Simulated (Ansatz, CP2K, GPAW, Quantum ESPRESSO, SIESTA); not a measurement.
Code comparison for MoN2 (C2/m, 6 atoms in the cell)

Self-consistent single point, at a second geometry (lattice scaled by 0.98). First geometry:

```xyz
6
Lattice="5.3604 -1.8675 0.0000 5.3604 1.8675 0.0000 -1.5845 0.0000 3.8701" Properties=species:S:1:pos:R:3 pbc="T T T"
Mo     3.0110     0.0000     2.6787
Mo     6.1254     0.0000     1.1914
N      1.0834     0.0000     1.7163
N      8.0529     0.0000     2.1538
N      4.2034     0.0000     0.6002
N      4.9329     0.0000     3.2699
```

Shared settings, as Ansatz (a program for electronic structure) writes them: kpoints.mp_grid.grid = 6 6 6; scf.occupations.method = fermi_dirac; scf.occupations.width = 0.1 eV. Potentials and cutoffs stand in the table.

```tsv
code	model	ΔF from the first geometry (meV/atom)	pressure (GPa)	largest force (eV/Å)	cutoff
CP2K	PBEsol, GPW, DZVP-MOLOPT-SR-GTH basis, GTH-PBE potentials (GTH_POTENTIALS)	-0.7	7.72	0.946	grid 500 Ry
Quantum ESPRESSO	PBEsol, GBRV 1.5 ultrasoft (PBESOL) pseudopotentials	-11.1	5.11	0.703	40 Ry
GPAW	PBEsol, GPAW PAW datasets PBEsol (made by gpaw-setup)	-15.8	–	0.493	900 eV
Ansatz	PBEsol, PAW files made with PBE	-10.6	5.07	0.655	default
SIESTA	GGA PBEsol, numerical atomic orbitals DZP, PseudoDojo PBEsol standard norm-conserving potentials (rewritten from UPF to PSML)	15.1	11.40	1.400	grid 400 Ry
```

Size of the force on each atom (eV/Å): Sizes of forces hide their directions.

| code | Mo1 | Mo2 | N3 | N4 | N5 | N6 |
|---|---|---|---|---|---|---|
| CP2K | 0.772 | 0.772 | 0.123 | 0.123 | 0.946 | 0.946 |
| Quantum ESPRESSO | 0.703 | 0.703 | 0.123 | 0.123 | 0.671 | 0.671 |
| GPAW | 0.488 | 0.488 | 0.144 | 0.144 | 0.493 | 0.493 |
| Ansatz | 0.655 | 0.655 | 0.125 | 0.125 | 0.653 | 0.653 |
| SIESTA | 0.860 | 0.860 | 0.214 | 0.214 | 1.400 | 1.400 |

A dash marks a value that a program does not give, or that is left out as unsure.

On Ansatz's run: spin polarisation is off.

The spread over the programs that give each value: ΔF from the first geometry within 30.9 meV/atom; pressure within 6.33 GPa; largest force within 0.907 eV/Å.

CP2K and SIESTA use small atom-centred bases, whose incompleteness enters pressures, forces and empty levels differently from a plane-wave cutoff. Ansatz's pressure is given at a fixed set of plane waves, as the other plane-wave codes print theirs; with its correction for the finite basis it is 5.36 GPa (the shift of 0.29 GPa shows how far the cutoff is from converged). The pressure of GPAW is left out: its cutoff lies under the one at which its stress was checked. In the pressure, CP2K (by 2.63) and SIESTA (by 6.31) lie more than 1 GPa from the median of the plane-wave programs. In the force vectors, CP2K (by 0.296), GPAW (by 0.173) and SIESTA (by 0.765) lie more than 0.08 eV/Å from the median of the plane-wave programs.

The starting cell comes from a database of computed structures (which also holds hypothetical and non-ambient phases and stackings), without a prior relaxation at this level. Its lattice was rescaled by a random factor within 2.5 % of one. For this run, on top of that: lattice scaled by 0.98.

Keys are those of Ansatz 0.2.
